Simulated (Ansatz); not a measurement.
F on the 1x1 (110) surface of bcc Mo, one in a 3x3 cell, started at the site 'top Mo'

These are PBE (plane waves to 420 eV, PAW; Ansatz, a first-principles code) values and carry that method's errors.

Set-up: 37 atoms, 6.5 Å thick at the start under the adsorbate (thin: gaps and levels are the slab's own); mesh 4x4x1; 0.1 eV smearing; dipole correction on; 18 atoms held, the rest relaxed; symmetry of the start imposed; no spin, no spin-orbit, no U, no dispersion correction. At the end it is bonded to Mo. In PBE this state lies 0.19 eV over the lowest of the starts that converged ('hollow Mo-Mo-Mo').

```
Property                                                                                                                   Value
--------------------------------------------------------------------------------------  ----------------------------------------
adsorption energy against ½ F2(g)                                                                                       -3.67 eV
work function of the top face                                                                                            4.97 eV
change of the work function                                                                                              0.38 eV
change of the step from the bottom to the top vacuum level, against the clean slab                                       0.39 eV
energy released by relaxation                                                                                            0.44 eV
height of the binding atom over the mean of the host atoms within 0.3 Å of the top one                                   2.141 Å
nearest host atoms of the binding atom                                                  Mo at 1.91 Å, Mo at 3.49 Å, Mo at 3.49 Å
largest move of a host atom                                                                                               0.24 Å
cost                                                                                                very roughly 24 core-minutes
```

A negative adsorption energy means that the adsorbate is more stable on the surface than in its reference.
